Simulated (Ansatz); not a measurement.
Adsorption energy and surface dipole of F on the 1x1 (0001) surface of corundum (cut with top plane Al), one in a 1x1 cell, started at the site 'hollow Al-O-O-O over O at depth 2.3 Å', worked from the runs' numbers; total energies count from the potentials' own zero.

Host crystal: corundum, with a band gap (PBE, scalar-relativistic without spin-orbit coupling).

These are PBE (plane waves to 420 eV, PAW; Ansatz, a program for electronic structure) values and carry that method's errors.

Model: 21-atom slab, 6.7 Å thick at the start under the adsorbate (thin: gaps and levels are the slab's own), 6x6x1 mesh, Fermi-Dirac 0.01 eV, dipole correction, 9 atoms held, the rest relaxed; no symmetry held; spin-polarised, ending with about 1.0 μB a cell, a value that depends on the mesh; orders that need a larger cell were not tried, no spin-orbit, no U, no dispersion correction. The slab shows no gap over 0.04 eV on its mesh. At the end it is bonded to Al. In PBE it is, or lies within 0.03 eV of, the lowest of the starts that converged.

```json
[
 {"quantity": "slab with the adsorbate", "value": "-11943.230 eV"},
 {"quantity": "clean slab, same cell and mesh", "value": "-11135.399 eV"},
 {"quantity": "reference, ½ F2(g)", "value": "-805.593 eV"},
 {"quantity": "area of the cell", "value": "20.03 Å²"},
 {"quantity": "change of the step from the bottom to the top vacuum level", "value": "3.698 eV"}
]
```

Task: What is the adsorption energy against this reference?

Result: E(slab + adsorbate) − E(slab) − E(reference) = -2.24 eV, so in this state the adsorbate is more stable than in the reference, at a coverage of 4.99 a nm².

Task: What dipole does adsorption add to the slab along the outward normal (Helmholtz relation, ε₀ = 0.005526 e/(V·Å))?

Result: p = −ε₀·A·ΔV = -0.409 e·Å = -1.97 D; its negative end points to the vacuum, which raises the vacuum level.
